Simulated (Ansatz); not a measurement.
Ansatz (an electronic-structure program) is run on KAl3 (I4/mmm, 4 atoms in the cell), and the run fails. The aim is a self-consistent single point with DFT, PBE, plane waves, default PAW files.

Cell that was meant: a = 6.0544 Å, b = 6.0544 Å, c = 6.0544 Å, α = 135.46°, β = 135.46°, γ = 64.82°.

Part of the input:

```yaml
    - [2.294650, -2.294650, 5.111205]
    - [2.294650, 2.294650, -5.111205]
  atoms:
    - { element: Al, position: [0.500000, 0.500000, 0.000000] }
    - { symbol: Al, position: [0.750000, 0.250000, 0.500000] }
    - { symbol: Al, position: [0.250000, 0.750000, 0.500000] }
    - { symbol: K, position: [0.000000, 0.000000, 0.000000] }
```

Log, with long lists cut:

```
Error: YAML parse error: error: line 7 column 9: unknown field `element`, expected one of symbol, position, position_ang, spin, spin_axis, wyckoff
 --> <input>:7:9
  |
5 |     - [2.294650, 2.294650, -5.111205]
6 |   atoms:
7 |     - { element: Al, position: [0.500000, 0.500000, 0.000000] }
  |         ^ unknown field `element`, expected one of symbol, position, position_ang, spin, spin_axis, wyckoff
8 |     - { symbol: Al, position: [0.750000, 0.250000, 0.500000] }
9 |     - { symbol: Al, position: [0.250000, 0.750000, 0.500000] }
  |
```

Question: Read the log: what does the program object to, and what is the fix?

Answer: The program does not know the word element. To fix it, write symbol. The program stopped before any SCF iteration.

An input that runs soundly differs in these lines (not the only fix; some lines may just follow from the change or write a value another way):
```diff
-    - { element: Al, position: [0.500000, 0.500000, 0.000000] }
+    - { symbol: Al, position: [0.500000, 0.500000, 0.000000] }
```

With that input, the run converged in 6 iterations: free energy E − TS (on the zero of these files) -3148.0378 eV; Fermi level (on the code's own zero) 4.44 eV; pressure -2.77 GPa (DFT, PBE, plane waves, default PAW files).

On the sound input: the starting cell was generated: these elements placed on a structure prototype, without a prior relaxation; it need not be a known phase or ordering of this composition. Its lattice was rescaled by a random factor within 2.5 % of one. Ansatz's pressure includes its estimate of the finite-basis (Pulay) stress.
